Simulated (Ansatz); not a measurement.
**Response to strain in BN**

The reference is BN in the zinc blende structure (space group F-43m, No. 216; a = 3.581 Å). Axes: x, y, z lie along the cube axes.

Strains are applied to the cell and any free atomic positions relax; under biaxial strain the out-of-plane vector relaxes too.

Calculations: Ansatz (a quantum-chemistry and plane-wave program), LDA, PAW, cutoff 420 eV, spin-orbit coupling left out.

Notes on the quantities. energy relative to the base: free energy F; in-plane stress: mean in-plane stress (compression positive).

| change | energy relative to the base | in-plane stress | out-of-plane strain |
|---|---|---|---|
| base | 0 meV/atom | – | – |
| biaxial strain −1.67 %, plane normal [111], relaxed out of plane | +12 meV/atom | +19.9 GPa | +0.28 % |
| biaxial strain −1.25 %, plane normal [111], relaxed out of plane | +6.4 meV/atom | +14.6 GPa | +0.21 % |
| biaxial strain −0.83 %, plane normal [111], relaxed out of plane | +2.8 meV/atom | +9.5 GPa | +0.14 % |
| biaxial strain −0.42 %, plane normal [111], relaxed out of plane | +0.7 meV/atom | +4.7 GPa | +0.07 % |
| biaxial strain +0.42 %, plane normal [111], relaxed out of plane | +0.7 meV/atom | -4.6 GPa | -0.07 % |
| biaxial strain +0.83 %, plane normal [111], relaxed out of plane | +2.7 meV/atom | -8.8 GPa | -0.14 % |
| biaxial strain +1.25 %, plane normal [111], relaxed out of plane | +6.0 meV/atom | -13.1 GPa | -0.20 % |
| biaxial strain +1.67 %, plane normal [111], relaxed out of plane | +11 meV/atom | -17.1 GPa | -0.27 % |
| biaxial strain +2.08 %, plane normal [111], relaxed out of plane | +16 meV/atom | -20.9 GPa | -0.34 % |

No phonon test of stability was made.
